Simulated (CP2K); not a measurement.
A self-consistent single point of BaNi₂P₄ (P1, 7 atoms in the cell) with CP2K.

Method of the run: LDA (Pade form), GPW, DZVP-MOLOPT-SR-GTH basis, GTH-PADE potentials (GTH_POTENTIALS) in CP2K.

The change in words: atoms moved at random. Reference geometry:
```yaml
crystal:
  lattice:
    - [5.44406, 0.00000, 0.00000]
    - [-2.39180, 4.89052, 0.00000]
    - [-1.52613, -2.44526, 4.61838]
  atoms:
    - { symbol: Ba, position: [0.00000, 0.00000, 0.00000] }
    - { symbol: Ni, position: [0.25000, 0.75000, 0.50000] }
    - { symbol: Ni, position: [0.75000, 0.25000, 0.50000] }
    - { symbol: P, position: [0.74285, 0.50000, 0.24285] }
    - { symbol: P, position: [0.25715, 0.50000, 0.75715] }
    - { symbol: P, position: [0.50000, 0.25715, 0.75715] }
    - { symbol: P, position: [0.50000, 0.74285, 0.24285] }
```

Reference input (self-consistent single point, DFT LDA (Pade form), GPW, DZVP-MOLOPT-SR-GTH basis, GTH-PADE potentials (GTH_POTENTIALS)): CUTOFF = 600 Ry; REL_CUTOFF = 50 Ry; SMEAR/METHOD = FERMI_DIRAC; ELECTRONIC_TEMPERATURE = 1578.21 K; KPOINTS/SCHEME = MONKHORST-PACK 7 7 7; XC_FUNCTIONAL = PADE; Ba/BASIS_SET = DZVP-MOLOPT-SR-GTH; Ba/POTENTIAL = GTH-PADE-q10; Ni/BASIS_SET = DZVP-MOLOPT-SR-GTH; Ni/POTENTIAL = GTH-PADE-q18; P/BASIS_SET = DZVP-MOLOPT-SR-GTH; P/POTENTIAL = GTH-PADE-q5. This run's input differs from it in these lines:

```diff
@@ -70,9 +70,9 @@
       SCALED
-      Ba       0.00000000     0.00000000     0.00000000
-      Ni       0.25000000     0.75000000     0.50000000
-      Ni       0.75000000     0.25000000     0.50000000
-      P        0.74285000     0.50000000     0.24285000
-      P        0.25715000     0.50000000     0.75715000
-      P        0.50000000     0.25715000     0.75715000
-      P        0.50000000     0.74285000     0.24285000
+      Ba      -0.00486300    -0.01143300    -0.01992100
+      Ni       0.25325000     0.75604900     0.50072100
+      Ni       0.77081000     0.26515400     0.51788300
+      P        0.73778400     0.50079100     0.24625500
+      P        0.25194200     0.49157600     0.75284900
+      P        0.49731100     0.25886800     0.76307100
+      P        0.49376500     0.73899700     0.23914300
     &END COORD
```

The program printed (abridged):

```
 SCF WAVEFUNCTION OPTIMIZATION

  Step     Update method      Time    Convergence         Total energy    Change
     1 NoMix/Diag. 0.30E+00      -     1.75479613      -392.1179010513 -3.92E+02
     2 Broy./Diag. 0.30E+00      -     0.27245442      -382.9041646566  9.21E+00
     3 Broy./Diag. 0.30E+00      -     0.14534839      -397.9213600047 -1.50E+01
     4 Broy./Diag. 0.30E+00      -     0.09154634      -389.7952441532  8.13E+00
     5 Broy./Diag. 0.30E+00      -     0.05163688      -392.7545165218 -2.96E+00
     6 Broy./Diag. 0.30E+00      -     0.02878056      -391.1155985174  1.64E+00
   [... 6 lines left out ...]
    13 Broy./Diag. 0.30E+00      -     0.00001641      -390.6715263665  1.41E-04
    14 Broy./Diag. 0.30E+00      -     0.00000599      -390.6712378311  2.89E-04
    15 Broy./Diag. 0.30E+00      -     0.00000171      -390.6712160920  2.17E-05
    16 Broy./Diag. 0.30E+00      -     0.00000028      -390.6712209511 -4.86E-06
  *** SCF run converged in    16 steps ***

  Overlap energy of the core charge distribution:               0.00000000013104
  Self energy of the core charge distribution:               -640.12157354318697
  Core Hamiltonian energy:                                    170.63158955972952
  Hartree energy:                                             122.78187386828917
  Exchange-correlation energy:                                -43.95732139191202
  Electronic entropic energy:                                  -0.00578944361733
  Fermi energy:                                                 0.32514394226351

  Total energy:                                              -390.67122095113734
  Total energy (extrapolated to T->0):                       -390.66832622932867

   [... lines left out ...]

 STRESS| Analytical stress tensor [bar]
 STRESS|                        x                   y                   z
 STRESS|      x       -2.99976652056E+04  -4.74275331846E+03   6.56773483140E+03
 STRESS|      y       -4.74275331846E+03  -5.07486265170E+04   1.74232595155E+03
 STRESS|      z        6.56773483140E+03   1.74232595155E+03  -3.83802980262E+04
 STRESS| 1/3 Trace                                            -3.97088632496E+04
```

The run converged in 16 iterations. Against the reference run the free energy goes up by 16.4 meV/atom, the pressure goes from -4.42 to -3.97 GPa and the largest force goes from 0.238 to 1.169 eV/Å.

The starting cell comes from a database of computed structures (which also holds hypothetical and non-ambient phases and stackings), without a prior relaxation at this level. For this run, on top of that: atoms moved at random. Spin polarisation is off, so a magnetic state, if there is one, cannot be reached. Values carry the incompleteness of an atom-centred basis. With a pressure of about -4 GPa the cell is away from its equilibrium volume at this level. Forces in this geometry exceed 1 eV/Å.

Cost on one core of a shared machine: roughly 2 min.
